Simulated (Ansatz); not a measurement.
Bond-angle distributions (per cent of the angles at each element, bins of 10°) of a relaxed model of amorphous In₉Ga₉Zn₉O₃₆H₂ at 5.83 g/cm³. Level of theory: PBE, scalar-relativistic without spin-orbit coupling (plane waves to 420 eV, PAW; Ansatz, a quantum-chemistry and plane-wave program). The usual formal charges leave 2 electrons over, so the level spacing at the Fermi energy parts defect or band states and needn't be the band gap.

It comes from a melt-quench run on a machine-learned potential (CHGNet), relaxed afterwards by DFT. O atoms were pushed apart under 1.9 Å during the dynamics, to hinder bonds among them. The hot cell started wider than the set density and was brought back towards it in steps. It is the lowest in DFT energy of 2 quenches. It is a model cell: composition and starting density were chosen by hand, and all elements were melted together. No dispersion term was used. Its density started from a set value of 5.83 and ended at 5.83 g/cm³. Cooling (nominally 350 K/ps over its main leg) ran many orders faster than in experiment, which tends to leave more defects and strain. A cell of this size samples the disorder only roughly. The volume was held where the preparation left it and the shape relaxed, at a PBE pressure of 2.0 GPa. Stress components on the final sampling reach 2.3 GPa. On a 2×2×2 Γ-centred mesh force components of up to 0.17 eV/Å stay, since the relaxation ran on the zone centre alone.

Cut-offs for bonds: In-In 3.12 Å, In-Ga 2.90 Å, In-Zn 2.90 Å, In-O 2.60 Å, In-H 2.08 Å, Ga-Ga 2.68 Å, Ga-Zn 2.68 Å, Ga-O 2.28 Å, Ga-H 1.84 Å, Zn-Zn 2.68 Å, Zn-O 2.60 Å, Zn-H 1.84 Å, O-O 1.58 Å, O-H 1.16 Å, H-H 0.90 Å. Two cations that share two anions don't count as bonded, nor two that share one unless they lie closer than In-In 3.04 Å, In-Ga 2.82 Å, In-Zn 2.82 Å, Ga-Ga 2.61 Å, Ga-Zn 2.61 Å, Zn-Zn 2.61 Å.

```json
[
 {"angle (°)": "50-60", "at In": "0", "at Ga": "0", "at Zn": "0"},
 {"angle (°)": "60-70", "at In": "0", "at Ga": "0", "at Zn": "0"},
 {"angle (°)": "70-80", "at In": "12", "at Ga": "3", "at Zn": "3"},
 {"angle (°)": "80-90", "at In": "28", "at Ga": "17", "at Zn": "15"},
 {"angle (°)": "90-100", "at In": "18", "at Ga": "20", "at Zn": "26"},
 {"angle (°)": "100-110", "at In": "14", "at Ga": "23", "at Zn": "13"},
 {"angle (°)": "110-120", "at In": "7", "at Ga": "14", "at Zn": "18"},
 {"angle (°)": "120-130", "at In": "2", "at Ga": "15", "at Zn": "10"},
 {"angle (°)": "130-140", "at In": "0", "at Ga": "2", "at Zn": "10"},
 {"angle (°)": "140-150", "at In": "4", "at Ga": "0", "at Zn": "0"},
 {"angle (°)": "150-160", "at In": "7", "at Ga": "2", "at Zn": "5"},
 {"angle (°)": "160-170", "at In": "4", "at Ga": "2", "at Zn": "2"},
 {"angle (°)": "170-180", "at In": "3", "at Ga": "5", "at Zn": "0"}
]
```

They go with these counts of neighbours within the cut-offs, cation contacts included: In mean 5.6, most often 6; Ga mean 4.3, most often 4; Zn mean 4.2, most often 4.
